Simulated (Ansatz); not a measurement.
**Response to strain in Pt**

Start from Pt in the fcc (Cu type) structure (space group Fm-3m, No. 225; a = 3.895 Å; relaxed with 0.1 eV smearing). Axes: x, y, z lie along the cube axes.

Strains are applied to the cell and any free atomic positions relax; under biaxial strain the out-of-plane vector relaxes too.

Calculations: Kohn–Sham DFT with the LDA functional, run in Ansatz (a first-principles code) with PAW and 420 eV plane waves, spin-orbit coupling left out.

| biaxial strain, plane normal [111], relaxed out of plane (%) | out-of-plane strain (%) |
|---|---|
| -2.5 | 3.01 |
| -2.08 | 2.49 |
| -1.67 | ? |
| -1.25 | 1.47 |
| -0.83 | 0.97 |
| -0.42 | 0.49 |
| 0 | 0.00 |

Fit ε⊥ = −νε + γε² (strains in %) to the rows shown and predict the withheld row.

Least squares on the printed values gives ν = 1.15 (the biaxial Poisson response) and γ = 0.021 (largest residual 0.00 %); this predicts 1.98 %, and the run gives 1.98 %, in agreement.

Stability against distortions was not tested. All final runs are without spin polarisation.
